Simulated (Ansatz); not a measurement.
The starting structures come from a database of crystals and need not be the phases stable at ambient conditions.

The decay constant κ of evanescent states in the gap governs leakage through a thin film.

Here is the system:

```xyz
4
Lattice="4.6112 0.0000 0.0000 2.3056 3.9934 0.0000 2.3056 1.3311 7.5066" Properties=species:S:1:pos:R:3 pbc="T T T"
Mg     4.6112     2.6623     3.7348
Cd     6.9168     3.9934     0.0114
Te     6.9168     3.9934     2.8514
Te     4.6112     2.6623     6.5392
```

Space group of this cell: R3m. The cell is taken as given; by LDA its mean pressure is -2.2 GPa.

Transport runs along the normal of the first two printed cell vectors, the (001) plane of the conventional cell.

The gap is the functional's own, uncorrected, and κ follows it; spin-orbit coupling is left out. Mid-gap values are interpolated between the computed energies.

Q: Estimate the band gap and the smallest decay constant κ at mid-gap that LDA in Ansatz (a program for electronic structure) returns for this system.

A: Gap 1.08 eV on a 8×8×8 mesh; κ = 0.086 1/Å, at the zone centre.
